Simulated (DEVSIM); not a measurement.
Structure: In0.49Ga0.51P/GaAs n-p heterojunction, at 400 K.

```tsv
layer (left to right)	material	thickness (μm)	Nd (cm⁻³)	Na (cm⁻³)	τn (s)	τp (s)
1	In0.49Ga0.51P	1.80	7.4e16	-	8.5e-10	8.5e-10
2	GaAs	0.750	-	8.4e15	8.5e-10	8.5e-10
```

Left contact: ohmic. Right contact: ohmic. Voltage is applied to the left contact. Recombination: SRH at mid-gap, Auger. Mobility is μmin + (μ − μmin)/(1 + (N/Nref)^α).

The device is made up for the run: typed textbook-type constants, with dimensions and the other settings drawn at random. Values at 300 K; Nc and Nv go as T^1.5, mobilities as T to minus their exponent, the gap by Varshni's rule with the affinity fixed.

```tsv
parameter	In0.49Ga0.51P	GaAs
gap (eV)	1.89	1.424
affinity (eV)	4	4.07
permittivity	11.8	12.9
Nc (cm⁻³)	9e17	4.7e17
Nv (cm⁻³)	1.3e19	9e18
μn (cm²/Vs)	1500	8500
μp (cm²/Vs)	80	400
μn,min	400	500
μp,min	15	20
Nref,n	2e16	6e16
Nref,p	1.5e17	1.5e17
αn	0.7	0.39
αp	0.8	0.38
T exponent of μn	1.66	2.1
T exponent of μp	2	2.2
Cn (cm⁶/s)	3e-30	1e-30
Cp (cm⁶/s)	3e-30	1e-30
Varshni α (eV/K)	0.0005	0.000541
Varshni β (K)	250	204
```

Simulated with DEVSIM: 1D drift-diffusion, Boltzmann statistics, complete ionisation; no tunnelling, impact ionisation, image-force lowering or self-heating. Band offsets follow the typed affinities; no thermionic-emission limit at abrupt steps, no polarisation charge.

Base results: largest field in the device at zero bias (V/cm) 51000; dark forward voltage at 100 A/cm² (V) 0.861; potential step across the device at zero bias (V) 1.091; dark forward voltage at 1 A/cm² (V) 0.689.

Task: What follows from this one change: thickness of layer 2 0.75 → 3.8 μm?

Result: largest field in the device at zero bias little changed (51000 V/cm); dark forward voltage at 100 A/cm² 0.861 → 0.942 V; potential step across the device at zero bias little changed (1.091 V); dark forward voltage at 1 A/cm² 0.689 → 0.739 V.

Task: What follows from this one change: doping Na of layer 2 8.4e+15 → 2.5e+15 cm^-3?

Result: largest field in the device at zero bias 51000 → 33000 V/cm; dark forward voltage at 100 A/cm² 0.861 → 0.811 V; potential step across the device at zero bias 1.091 → 1.049 V; dark forward voltage at 1 A/cm² 0.689 → 0.630 V.

Task: What follows from this one change: doping Nd of layer 1 7.4e+16 → 2.2e+15 cm^-3?

Result: largest field in the device at zero bias 51000 → 22000 V/cm; dark forward voltage at 100 A/cm² 0.861 → 0.943 V; potential step across the device at zero bias 1.091 → 0.970 V; dark forward voltage at 1 A/cm² 0.689 → 0.705 V.

Task: What follows from this one change: constant mobility in place of the doping-dependent one?

Result: largest field in the device at zero bias little changed (51000 V/cm); dark forward voltage at 100 A/cm² 0.861 → 0.847 V; potential step across the device at zero bias little changed (1.091 V); dark forward voltage at 1 A/cm² 0.689 → 0.678 V.
